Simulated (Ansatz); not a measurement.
**Pd: response to strain**

Start from Pd in the fcc (Cu type) structure (space group Fm-3m, No. 225; a = 3.945 Å; relaxed with 0.1 eV smearing).

Strains are applied to the cell and any free atomic positions relax.

Calculations: Ansatz (a quantum-chemistry and plane-wave program), PBE, PAW, cutoff 420 eV, no SOC.

Notes on the quantities. energy relative to the base: free energy F.

```csv
change,energy relative to the base,pressure,shortest interatomic distance
base,0 meV/atom,0.0 GPa,2.790 Å
isotropic strain −3.00 %,+74 meV/atom,19.5 GPa,2.706 Å
isotropic strain −2.50 %,+50 meV/atom,15.6 GPa,2.720 Å
isotropic strain −1.50 %,+17 meV/atom,8.5 GPa,2.748 Å
isotropic strain −0.50 %,+1.8 meV/atom,2.6 GPa,2.776 Å
isotropic strain +0.50 %,+1.8 meV/atom,…,2.804 Å
isotropic strain +1.00 %,+6.9 meV/atom,-4.6 GPa,2.818 Å
isotropic strain +1.50 %,…,…,2.832 Å
isotropic strain +2.50 %,+40 meV/atom,-10.0 GPa,2.860 Å
isotropic strain +3.00 %,+56 meV/atom,…,2.874 Å
```

**Question.** Fill in the withheld entries from the trend.

**Answer.** 
- isotropic strain +0.50 %, pressure: -2.4 GPa
- isotropic strain +1.50 %, energy relative to the base: +15 meV/atom
- isotropic strain +1.50 %, pressure: -6.6 GPa
- isotropic strain +3.00 %, pressure: -11.5 GPa

No phonon test of stability was made. The final runs are not spin-polarised. Pd lies near a magnetic instability that expansion can trigger; it was not tested.
